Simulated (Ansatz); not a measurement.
Se interstitial in zinc-blende ZnSe (the name describes the start): one set of geometries, relaxed with PBE, evaluated in Ansatz (PAW, plane waves to 420 eV, 500 eV under r2SCAN) with PBE, r2SCAN.

Cell and caveats: 64-site cell; 2×2×2 shifted k-points; start: void with 4Zn nearest; charged states image-corrected; finite-size errors of tenths of an eV; flagged in the runs: a strain field that reaches the edge of the cell.

```csv
quantity,PBE,r2SCAN
host gap (eV),1.15,___
ε(+1/0) above the VBM (eV),0.13,___
largest moment on one atom at charge +1 (μB),0.16,___
neutral formation energy against trigonal Se (eV),2.30,___
```

Given the lower rungs, what does r2SCAN give?


- host gap (eV), r2SCAN: 1.71
- ε(+1/0) above the VBM (eV), r2SCAN: 0.21
- largest moment on one atom at charge +1 (μB), r2SCAN: 0.17
- neutral formation energy against trigonal Se (eV), r2SCAN: 2.17

Ansatz is a program for electronic structure.
